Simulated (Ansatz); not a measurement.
A self-consistent single point of K (Im-3m, 1 atom in the cell) with Ansatz (a first-principles code).

Method of the run: LDA (PW92), default PAW files made with PBE (plane waves; Ansatz).

```
K
1.0
   -2.64000     2.64000     2.64000
    2.64000    -2.64000     2.64000
    2.64000     2.64000    -2.64000
K
1
Direct
  0.00000   0.00000   0.00000
```

Reference input (self-consistent single point, DFT, PBE, plane waves, default PAW files): kpoints.mp_grid.grid = 9 9 9; hamiltonian.xc = pbe; hamiltonian.pseudopotentials = {kind: paw} (the program's default PAW files); scf.occupations.method = gaussian; scf.occupations.width = 0.136 eV. This run's input differs from it in these lines:

Ansatz 0.2 input:
```diff
@@ -10,3 +10,3 @@
 hamiltonian:
-  xc: pbe
+  xc: lda
   pseudopotentials: { kind: paw }
```

Output (repeated stretches shortened):

```
SCF iter   1: F=—  HF=-1496.241962 eV  |F-HF|=—  |Δ(HF+E_count)|=         —  Δρ=3.18e-3  dr2=2.59e-3  ethr=1.77e-3  ⟨swp⟩=5.1  Hψ=2255  notcnv=0
all-band conjugate gradients solve this SCF's bands
preconditioner: auto → Kerker (q_TF=auto, 1.922 Å⁻¹)
SCF iter   2: F=—  HF=-1496.241294 eV  |F-HF|=—  |Δ(HF+E_count)|=   6.68e-4  Δρ=1.73e-3  dr2=7.65e-4  ethr=2.88e-5  ⟨swp⟩=1.7  Hψ=656  notcnv=0
SCF iter   3: F=—  HF=-1496.241238 eV  |F-HF|=—  |Δ(HF+E_count)|=   5.52e-5  Δρ=1.80e-4  dr2=3.00e-5  ethr=8.50e-6  ⟨swp⟩=1.3  Hψ=322  notcnv=0
SCF iter   4: F=—  HF=-1496.241248 eV  |F-HF|=—  |Δ(HF+E_count)|=   9.88e-6  Δρ=8.76e-5  dr2=5.12e-6  ethr=3.33e-7  ⟨swp⟩=2.5  Hψ=464  notcnv=0
SCF iter   5: F=—  HF=-1496.241255 eV  |F-HF|=—  |Δ(HF+E_count)|=   6.84e-6  Δρ=3.14e-5  dr2=6.51e-7  ethr=5.69e-8  ⟨swp⟩=2.5  Hψ=468  notcnv=0
SCF iter   6: F=-1496.241255 eV  HF=-1496.241255 eV  |F-HF|=1.13e-8  |Δ(HF+E_count)|=   1.69e-7  Δρ=4.98e-6  dr2=3.15e-8  ethr=1.11e-9  ⟨swp⟩=5.8  Hψ=1758  notcnv=0
SCF 1 converged in 6 iterations: F = -1496.241255 eV  dr2 = 3.15e-8
Free energy (F): -1496.241255 eV
Internal energy: -1496.235148 eV  (E = F + TS)
E sigma→0 (E₀):  -1496.238202 eV
Entropy (-TS):   -0.006107 eV (-6.107 meV/atom)
Fermi energy:    1.574195 eV
--- Forces (eV/Å), atoms counted from 1 ---
  atom   1  K     -0.00000000    -0.00000000     0.00000000
--- Stress (GPa, compression-positive) ---
       -0.478135       0.000000      -0.000000
       -0.000000      -0.478135       0.000000
       -0.000000      -0.000000      -0.478135
  P = ⅓ Tr σ = -0.4781 GPa (-4.781 kbar)
  The stress holds the Pulay correction. Without it, at fixed plane waves, as pw.x and ABINIT print it: P = -0.4799 GPa
```

The run converged in 6 iterations. Against the reference run the pressure goes from 0.00 to -0.48 GPa.

The starting cell has typed, rounded lattice constants, without a prior relaxation at this level. Ansatz's pressure includes its estimate of the finite-basis (Pulay) stress.
